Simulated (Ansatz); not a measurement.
Output of an Ansatz run (abridged):

```
WARN the atoms were moved onto the symmetric positions of the space group found under crystal.symmetry.tolerance 1.0e-5 (fractional …
WARN ansatz: RAYON_NUM_THREADS=1 ignored (pool sized by the plan → 1); use --threads N
Pseudopotentials: kind: paw
Pseudopotential: Y, paw, valence charge 11
Pseudopotential: Si, paw, valence charge 4
Pseudopotential: Rh, paw, valence charge 17
Crystal: 6 atoms, lattice volume = 92.609 Å³
Basis set: ecut = 420 eV, 1759 PW (Γ), exchange–correlation on 80×80×50 points (8 copies of the dense FFT grid, shifted against one another)
Bands: 42, of which v1, the nominal top of the filled ones, is band 35 counted from 1 (34 counted from 0)
Symmetry: 12 space group operations
Space group: P6mm (ITA 183), of the structure as read, at distance tolerance 4.5e-5 Å
k-points: 40 of 441 (time reversal used)
PAW frozen core: Y, regenerated for the run's functional, and the local potential with it
PAW frozen core: Si, regenerated for the run's functional, and the local potential with it
PAW frozen core: Rh, regenerated for the run's functional, and the local potential with it
Initial density: superposition of atomic densities (neutral atoms: chi_scale 0, normalization atom), corrected by the library's trained network
Initial wavefunctions: pseudopotential atomic-orbital guess
Eigensolver: davidson
Functional: x = pbesol(κ = 0.804, μ = 0.12345679012345678), c = pbesol(β = 0.046)
SCF iter   1: F=—  HF=-24060.723172 eV  |F-HF|=—  |Δ(HF+E_count)|=         —  Δρ=8.29e-3  dr2=8.76e-2  ethr=1.77e-3  ⟨swp⟩=5.7  Hψ=6333  notcnv=0  defer=1
all-band conjugate gradients solve this SCF's bands
preconditioner: auto → Kerker (q_TF=auto, 2.604 Å⁻¹)
SCF iter   2: F=—  HF=-24060.712419 eV  |F-HF|=—  |Δ(HF+E_count)|=   1.08e-2  Δρ=3.44e-3  dr2=1.84e-2  ethr=1.25e-4  ⟨swp⟩=1.0  Hψ=2001  notcnv=0
SCF iter   3: F=—  HF=-24060.709635 eV  |F-HF|=—  |Δ(HF+E_count)|=   2.78e-3  Δρ=7.66e-4  dr2=1.27e-3  ethr=2.63e-5  ⟨swp⟩=2.2  Hψ=2051  notcnv=0
SCF iter   4: F=—  HF=-24060.709357 eV  |F-HF|=—  |Δ(HF+E_count)|=   2.78e-4  Δρ=1.70e-4  dr2=6.70e-5  ethr=1.82e-6  ⟨swp⟩=2.1  Hψ=2393  notcnv=0
SCF iter   5: F=—  HF=-24060.709354 eV  |F-HF|=—  |Δ(HF+E_count)|=   2.90e-6  Δρ=4.86e-5  dr2=2.30e-6  ethr=9.57e-8  ⟨swp⟩=2.3  Hψ=2241  notcnv=0
SCF iter   6: F=-24060.709354 eV  HF=-24060.709354 eV  |F-HF|=2.33e-8  |Δ(HF+E_count)|=   2.78e-7  Δρ=9.86e-6  dr2=9.64e-8  ethr=1.43e-10  ⟨swp⟩=4.3  Hψ=7632  notcnv=0
SCF 1 converged in 6 iterations: F = -24060.709354 eV  dr2 = 9.64e-8
SCF converged after 6 iterations
Free energy (F): -24060.709354 eV
Harris-Foulkes:  -24060.709354 eV  (|F-HF|=2.33e-8)
Internal energy: -24060.635380 eV  (E = F + TS)
E sigma→0 (E₀):  -24060.672367 eV
Entropy (-TS):   -0.073974 eV (-12.329 meV/atom)
Fermi energy:    16.656695 eV
--- Per-component energies (eV) ---
  E_band       = -513.014496
  E_kinetic    = 2124.419687
  E_local      = -7194.147804  (includes V_loc(G=0)·N_el)
  E_nonlocal   = 1170.898960
  E_hartree    = 2700.206066
  E_xc         = -951.771770
  E_vxc        = -1137.407747  (∫ρ·V_xc dr)
  E_paw        = -14344.320183  (= ΣΔE_a)
  E_vpaw       = -877.184509  (= ΣTr[D̂ρ^β])
  E_aug_tail   = 0.002566  (compensation charges beyond the density's cutoff)
  E_ewald      = -7566.963394
  E_core_change = 1.040493  (= ΣΔE_core)
  E_smearing   = -0.073974  (= −TS)
  E_closure    = 0.000000  (closes the sum)
  Σ components = -24060.709354   (vs F -24060.709354, Δ=0.00e0)
--- Forces (eV/Å), atoms counted from 1 ---
  atom   1  Y      0.00000000    -0.00000000    -0.06214182
  atom   2  Si     0.00000000    -0.00000000    -0.01860306
  atom   3  Si    -0.00000000     0.00000000    -0.01860306
  atom   4  Rh    -0.00000000     0.00000000     0.03310766
  atom   5  Rh     0.00000000     0.00000000     0.03310766
  atom   6  Rh    -0.00000000     0.00000000     0.03310766
  max |Σ_I F_I| component: 2.50e-5 eV/Å
--- Stress (GPa, compression-positive) ---
        1.643237       0.000000       0.000000
        0.000000       1.643237       0.000000
        0.000000      -0.000000       5.620964
  P = ⅓ Tr σ = 2.9691 GPa (29.691 kbar)
  The stress holds the Pulay correction. Without it, at fixed plane waves, as pw.x and ABINIT print it: P = 2.9058 GPa
--- Band table (eV; the first three rows and the last of 40) ---
  k-point 0: bands = ["-61.9612", "-61.9115", "-61.9115", "-30.3529", "-29.9835", "-29.9835", "-29.9789", "-29.9203", "-29.9203", "-29.6687", "-29.6687", "-29.5537", "-25.9376", "-5.9767", "-5.9767", "-5.8156", "5.2504", "9.8783", "10.2805", [...]
  k-point 1: bands = ["-61.9611", "-61.9114", "-61.9114", "-30.3524", "-29.9834", "-29.9834", "-29.9816", "-29.9224", "-29.9224", "-29.6685", "-29.6685", "-29.5535", "-25.9350", "-5.9738", "-5.9738", "-5.8519", "5.4149", "9.1151", "10.4577", [...]
  k-point 2: bands = ["-61.9608", "-61.9113", "-61.9113", "-30.3511", "-29.9887", "-29.9831", "-29.9831", "-29.9276", "-29.9276", "-29.6681", "-29.6681", "-29.5532", "-25.9284", "-5.9664", "-5.9664", "-5.9428", "5.8928", "8.3672", "10.4040", [...]
  k-point 39: bands = ["-61.9403", "-61.9311", "-61.9110", "-30.1859", "-30.1111", "-29.9754", "-29.9636", "-29.9376", "-29.9332", "-29.7195", "-29.6443", "-29.6152", "-25.9166", "-6.1008", "-5.9540", "-5.9530", "7.7152", "7.7867", "10.3583", [...]
```

The structure:

```
CELL_PARAMETERS angstrom
      5.45552     0.00000     0.00000
     -2.72776     4.72462     0.00000
      0.00000     0.00000     3.59293
ATOMIC_POSITIONS crystal
  Y  0.00000 0.00000 0.01392
  Si 0.66667 0.33333 0.00000
  Si 0.33333 0.66667 0.00000
  Rh 0.00000 0.50000 0.50000
  Rh 0.50000 0.00000 0.50000
  Rh 0.50000 0.50000 0.50000
```

Write an input that gives this output.

Other spellings and defaults could give the same log, and not every line can be read from it. The input that was run (DFT, PBEsol, plane waves, default PAW files made with PBE):

Ansatz 0.2 input:
```yaml
crystal:
  lattice:
    - [5.45552400, 0.00000000, 0.00000000]
    - [-2.72776200, 4.72462200, 0.00000000]
    - [0.00000000, 0.00000000, 3.59292900]
  atoms:
    - { symbol: Y, position: [0.00000000, 0.00000000, 0.01391600] }
    - { symbol: Si, position: [0.66666700, 0.33333300, 0.00000000] }
    - { symbol: Si, position: [0.33333300, 0.66666700, 0.00000000] }
    - { symbol: Rh, position: [0.00000000, 0.50000000, 0.50000000] }
    - { symbol: Rh, position: [0.50000000, 0.00000000, 0.50000000] }
    - { symbol: Rh, position: [0.50000000, 0.50000000, 0.50000000] }
basis:
  ecutwfc: 420.0
kpoints:
  mp_grid: { grid: [7, 7, 9] }
hamiltonian:
  xc: pbesol
  pseudopotentials: { kind: paw }
scf:
  occupations: { method: fermi_dirac, width: 0.1 }
output:
  forces: true
  eigenvalues: true
  stress: true
```

The starting cell comes from a database of computed structures (which also holds hypothetical and non-ambient phases and stackings), without a prior relaxation at this level. Its lattice was rescaled by up to half a per cent. One atom was moved a little off its site on purpose. Spin polarisation is off. Ansatz's pressure includes its estimate of the finite-basis (Pulay) stress.

Ansatz is a first-principles code.
